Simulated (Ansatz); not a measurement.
The starting structures come from a database of crystals and need not be the phases stable at ambient conditions.

The decay constant κ of evanescent states in the gap governs leakage through a thin film.

Consider the following.

```
CELL_PARAMETERS angstrom
      6.52097     0.00000     0.00000
     -3.26048     5.64732     0.00000
      3.26048     1.88244     5.32435
ATOMIC_POSITIONS crystal
  Cd 0.50000 0.75000 0.75000
  Cd 0.00000 0.00000 0.00000
  In 0.25000 0.37500 0.37500
  In 0.75000 0.37500 0.37500
  In 0.25000 0.87500 0.37500
  In 0.75000 0.37500 0.87500
  O  0.27650 0.13825 0.58525
  O  0.77650 0.61175 0.61175
  O  0.27650 0.13825 0.13825
  O  0.77650 0.16475 0.61175
  O  0.72350 0.13825 0.13825
  O  0.22350 0.61175 0.16475
  O  0.72350 0.58525 0.13825
  O  0.22350 0.61175 0.61175
```

Space group of this cell: Fd-3m, spinel. The cell is taken as given; by r2SCAN its mean pressure is -1.0 GPa.

Transport runs along the normal of the first two printed cell vectors, the (111) plane of the conventional cell.

The gap is the functional's own. No spin-orbit coupling. Mid-gap values are interpolated on the energy grid.

Question: Give the band gap and the smallest decay constant κ at mid-gap that r2SCAN (Ansatz, a quantum-chemistry and plane-wave program) yields.

Answer: Gap 1.54 eV on a 8×8×8 mesh; κ = 0.156 1/Å, at the zone centre.
